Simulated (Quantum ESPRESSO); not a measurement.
**Short convergence ladders for SrC2 (P1, 6 atoms in the cell)**

```
CELL_PARAMETERS angstrom
      3.54678    -2.22691     0.00000
      3.54678     2.22691     0.00000
     -2.39740     0.00000     7.45146
ATOMIC_POSITIONS crystal
  Sr 0.18110 0.82344 0.75671
  Sr 0.82117 0.17883 0.25000
  C  0.42227 0.12839 0.55761
  C  0.57773 0.87161 0.44239
  C  0.87161 0.57773 0.94239
  C  0.12839 0.42227 0.05761
```

Base method: LDA (PZ), GBRV 1.5 ultrasoft (LDA) pseudopotentials (plane waves; Quantum ESPRESSO 7.5).

Base settings: ecutwfc = 40 Ry; ecutrho = 200 Ry; occupations = smearing; smearing = fd; degauss = 0.000734986 Ry; potentials = {Sr: sr_lda_v1.uspp.F.UPF, C: c_lda_v1.2.uspp.F.UPF}; K_POINTS = automatic 3 3 2 0 0 0; conv_thr = 1e-08 Ry; mixing_beta = 0.7.

The count of work is k-points × plane waves × bands × iterations; it is no time. Core times come from one kind of shared machine, to one figure; runs under 30 s give none.

**The cutoff for other potential files**

Level: DFT, LDA (PW92), plane waves, PseudoDojo standard norm-conserving (LDA) pseudopotentials.

In this ladder: ecutrho = default; pseudopotentials = {Sr: Sr.upf, C: C.upf}.

The second cell is the first with its lattice scaled by 0.98.

The mesh stays at the base's, so the ladder's end is converged at best in this setting alone.

Only quantities that move along the ladder and can be compared are tabulated; the gap is left out on so coarse a mesh.

| ecutwfc | free energy less the last step's (meV/atom) | energy of the compressed cell less the first (meV/atom) | pressure (GPa) | largest difference of a force vector from the last step's (eV/Å) | count of work / last | core time / last (rough) |
|---|---|---|---|---|---|---|
| 38 Ry | 638.16 | -14.05 | -19.55 | 0.196 | 0.11 | – |
| 47 Ry | 210.35 | -12.38 | -11.10 | 0.208 | 0.15 | – |
| 59 Ry | 37.70 | -14.54 | -6.14 | 0.103 | 0.21 | 0.2 |
| 72 Ry | 4.21 | -15.17 | -4.67 | 0.002 | 0.28 | – |
| 85 Ry | 0.43 | -15.17 | -4.40 | 0.000 | 0.35 | 0.3 |
| 102 Ry | 0.25 | -15.16 | -4.38 | 0.000 | 0.46 | 0.2 |
| 128 Ry | 0.10 | -15.17 | -4.38 | 0.000 | 0.65 | 0.4 |
| 170 Ry | 0.00 | -15.17 | -4.38 | 0.000 | 1.0 | 1 |

Coarsest ecutwfc that holds the energy of the compressed cell less the first within 0.2 meV/atom of the last step, with all finer ones: 72 Ry, at 0.28 of the last step's count of work; the step before is off by 0.63 meV/atom.

Coarsest ecutwfc that holds the free energy within 5 meV/atom of the last step, with all finer ones: 72 Ry, at 0.28 of the last step's count of work; the step before is off by 38 meV/atom.

Coarsest ecutwfc that holds the forces within 0.02 eV/Å of the last step, with all finer ones: 72 Ry, at 0.28 of the last step's count of work; the step before is off by 0.10 eV/Å.

The energy difference between the two cells stays within 1 meV/atom of the last step's from 59 Ry on, the total only from 85 Ry on: much of the error is common to both cells and cancels.

At the lowest cutoff the pressure lies 15.2 GPa under the last step's, the usual sign of Pulay stress in an incomplete plane-wave basis.

**The density cutoff**

The mesh stays at the base's, so the ladder's end is converged at best in this setting alone.

Only quantities that move along the ladder and can be compared are tabulated; the gap is left out on so coarse a mesh.

| ecutrho | free energy less the last step's (meV/atom) | pressure (GPa) | largest difference of a force vector from the last step's (eV/Å) | core time / last (rough) |
|---|---|---|---|---|
| 80 Ry | -1.84 | -4.44 | 0.009 | – |
| 120 Ry | 0.02 | -4.53 | 0.000 | – |
| 160 Ry | 0.04 | -4.53 | 0.000 | – |
| 200 Ry | 0.04 | -4.53 | 0.000 | – |
| 240 Ry | 0.02 | -4.53 | 0.000 | 0.4 |
| 320 Ry | 0.02 | -4.53 | 0.000 | – |
| 400 Ry | 0.00 | -4.53 | 0.000 | 0.5 |
| 480 Ry | 0.00 | -4.53 | 0.000 | 0.6 |
| 640 Ry | 0.00 | -4.53 | 0.000 | 1 |

Coarsest ecutrho that holds the free energy within 1 meV/atom of the last step, with all finer ones: 120 Ry; the step before is off by 1.8 meV/atom.

Coarsest ecutrho that holds the forces within 0.005 eV/Å of the last step, with all finer ones: 120 Ry; the step before is off by 0.009 eV/Å.

Coarsest ecutrho that holds the pressure within 0.05 GPa of the last step, with all finer ones: 120 Ry; the step before is off by 0.10 GPa.

On the base run: the starting cell comes from a database of computed structures (which also holds hypothetical and non-ambient phases and stackings), without a prior relaxation at this level. Its lattice was rescaled by up to half a per cent. One atom was moved a little off its site on purpose. In the base run, with a pressure of about -5 GPa the cell is away from its equilibrium volume at this level.
